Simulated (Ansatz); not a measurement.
Cell of (Sn)7/(CdTe)7 zinc blende (110) superlattice on Sn (the substrate's cell is 0.1 % off cubic on its mesh, so the two in-plane strains differ), with its geometry taken from a PBE run:

```xyz
28
Lattice="4.7104 0.0000 0.0000 0.0000 6.6520 0.0000 0.0000 0.0000 32.8629" Properties=species:S:1:pos:R:3 pbc="T T T"
Sn     0.0000    -0.0257     0.1329
Sn     2.3552     1.6178    -0.0927
Sn     2.3552     3.1147     2.3549
Sn     0.0000     4.7805     2.3649
Sn     0.0000    -0.1772     4.7061
Sn     2.3552     1.4898     4.7225
Sn     2.3552     3.1488     7.0692
Sn     0.0000     4.8168     7.0692
Sn     0.0000    -0.1772     9.4323
Sn     2.3552     1.4898     9.4158
Sn     2.3552     3.1147    11.7834
Sn     0.0000     4.7805    11.7734
Sn     0.0000    -0.0257    14.0055
Sn     2.3552     1.6178    14.2310
Cd     2.3552     3.3798    16.4124
Te     0.0000     5.1058    16.4976
Cd     0.0000     0.1960    18.8356
Te     2.3552     1.8338    18.8507
Cd     2.3552     3.4950    21.1840
Te     0.0000     5.1451    21.1549
Cd     0.0000     0.1595    23.5006
Te     2.3552     1.8102    23.5006
Cd     2.3552     3.4950    25.8173
Te     0.0000     5.1451    25.8463
Cd     0.0000     0.1960    28.1656
Te     2.3552     1.8338    28.1505
Cd     2.3552     3.3798    30.5888
Te     0.0000     5.1058    30.5036
```

Level of theory: HSE06 (plane waves to 420 eV, PAW; Ansatz, a program for electronic structure). Scalar-relativistic, without spin–orbit coupling. Its k-point mesh 4×3×1, Fermi–Dirac width 0.01 eV. HSE06 ran on meshes of its own (4×3×1); its edges and gaps are taken over the mesh and over extra points off it, mostly where PBE has its edges.

Q: Give the plane-averaged electrostatic potential energy of an electron along the normal (the smooth PAW potential), about its mean over the cell.

A: (z (Å), V (eV)): (0.000, 0.43); (0.292, -0.19); (0.584, -0.85); (0.876, 0.14); (1.168, 1.22); (1.315, 1.04); (1.607, -0.55); (1.899, -0.97); (2.191, 0.20); (2.483, 0.36); (2.775, -0.82); (3.067, -0.72); (3.359, 0.94); (3.505, 1.36); (3.797, 0.49); (4.090, -1.00); (4.382, -0.50); (4.674, 0.51); (4.966, -0.14); (5.258, -1.08); (5.550, -0.03); (5.842, 1.33); (5.988, 1.23); (6.280, -0.33); (6.573, -1.05); (6.865, 0.05); (7.157, 0.42); (7.449, -0.71); (7.741, -0.88); (8.033, 0.74); (8.179, 1.30); (8.471, 0.68); (8.763, -0.91); (9.056, -0.66); (9.348, 0.46); (9.640, 0.02); (9.932, -1.04); (10.224, -0.24); (10.516, 1.28); (10.662, 1.33); (10.954, -0.09); (11.246, -1.06); (11.539, -0.08); (11.831, 0.50); (12.123, -0.56); (12.415, -1.00); (12.707, 0.49); (12.853, 1.13); (13.145, 0.72); (13.437, -0.64); (13.729, -0.60); (14.022, 0.34); (14.314, 0.09); (14.606, -0.77); (14.898, -0.12); (15.190, 1.34); (15.336, 1.56); (15.628, 0.32); (15.920, -1.07); (16.212, -0.94); (16.504, -0.40); (16.797, -0.60); (17.089, -0.42); (17.381, 1.10); (17.527, 1.80); (17.819, 1.68); (18.111, -0.10); (18.403, -0.94); (18.695, -0.56); (18.987, -0.49); (19.280, -0.85); (19.572, -0.09); (19.864, 1.59); (20.010, 1.89); (20.302, 0.75); (20.594, -0.65); (20.886, -0.63); (21.178, -0.38); (21.470, -0.82); (21.763, -0.70); (22.055, 0.89); (22.201, 1.67); (22.493, 1.56); (22.785, -0.17); (23.077, -0.88); (23.369, -0.49); (23.661, -0.53); (23.953, -0.88); (24.246, -0.01); (24.538, 1.68); (24.684, 1.93); (24.976, 0.70); (25.268, -0.79); (25.560, -0.77); (25.852, -0.37); (26.144, -0.67); (26.436, -0.58); (26.729, 0.93); (26.875, 1.67); (27.167, 1.46); (27.459, -0.24); (27.751, -0.84); (28.043, -0.46); (28.335, -0.61); (28.627, -0.94); (28.919, 0.08); (29.211, 1.79); (29.358, 2.02); (29.650, 0.92); (29.942, -0.51); (30.234, -0.56); (30.526, -0.42); (30.818, -1.00); (31.110, -1.00); (31.402, 0.51); (31.548, 1.30); (31.841, 1.24); (32.133, -0.26); (32.425, -0.73); (32.717, 0.18)
